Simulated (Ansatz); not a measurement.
Base system: SnO$_{2}$ in the rutile structure (space group P4_2/mnm, No. 136; a = 4.7692 Å, c = 3.2120 Å). Axes: x, y, z lie along a, b, c of the conventional cell.

All numbers come from DFT with PBEsol, PAW potentials and a 420 eV plane-wave cutoff in Ansatz (a first-principles code), no SOC.

Strains are applied to the cell and any free atomic positions relax; under biaxial strain the out-of-plane vector relaxes too.

One change was made to it. Results:

The electron mass becomes 0.16 mₑ out of plane, 0.19 mₑ in plane (at Γ) (base: 0.17 mₑ along c, 0.19 mₑ across (at Γ)); the width of the top valence band decreases by 0.027 eV, from 1.24 eV to 1.22 eV; the band gap decreases by 0.145 eV (0.92 eV → 0.77 eV); the pressure (mean of the normal stresses, compression positive) goes from zero to -32.4 kbar.

Question: Which change produced these results?
A) biaxial strain +3.00 %, plane normal [001], relaxed out of plane
B) biaxial strain +2.40 %, plane normal [001], relaxed out of plane
C) biaxial strain +1.80 %, plane normal [001], relaxed out of plane
D) biaxial strain +1.20 %, plane normal [001], relaxed out of plane

Answer: C, biaxial strain +1.80 %, plane normal [001], relaxed out of plane. For comparison, the band gap in the other runs: biaxial strain +1.20 %, plane normal [001], relaxed out of plane gives 0.82 eV; biaxial strain +3.00 %, plane normal [001], relaxed out of plane gives 0.69 eV; biaxial strain +2.40 %, plane normal [001], relaxed out of plane gives 0.73 eV.

Effective masses come from finite differences of ±0.01 Å⁻¹. Whether these cells are dynamically stable was not tested.
